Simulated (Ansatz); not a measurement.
System: InAlN2 (model structure, started from the ScAlN2 type, P3m1, No. 156, 4 atoms in the cell). Method: LDA (Ansatz, a first-principles code, PAW).

Numerical settings: plane-wave cutoff 520 eV, 12×12×8 k mesh (along the axes of the cell as run), Fermi–Dirac smearing 0.01 eV, scalar-relativistic PAW data made under PBE.

Cell (relaxed at this level):

```yaml
crystal:
  lattice:
    - [3.27751, 0.00000, 0.00000]
    - [-1.63876, 2.83841, 0.00000]
    - [0.00000, 0.00000, 5.40461]
  atoms:
    - { symbol: In, position: [0.33333, 0.66667, 0.00776] }
    - { symbol: N, position: [0.33333, 0.66667, 0.40651] }
    - { symbol: Al, position: [0.66667, 0.33333, 0.50663] }
    - { symbol: N, position: [0.66667, 0.33333, 0.84910] }
```

### Question
Predict the band gap and bulk modulus.

### Answer

band gap: 1.09 eV (on the SCF k mesh)
bulk modulus: 172 GPa

Note: the bulk modulus is −V dP/dV from two relaxed cells at ±2 % in volume; the relaxation could raise the start's symmetry but not lower it, so the cell can be a saddle point.

Spin–orbit coupling is not included.

Static lattice: no zero-point or thermal effects.

A model structure was made by putting elements into a prototype or built by hand; it is no filed structure, need not be a known phase, and can be a saddle point held by its symmetry.
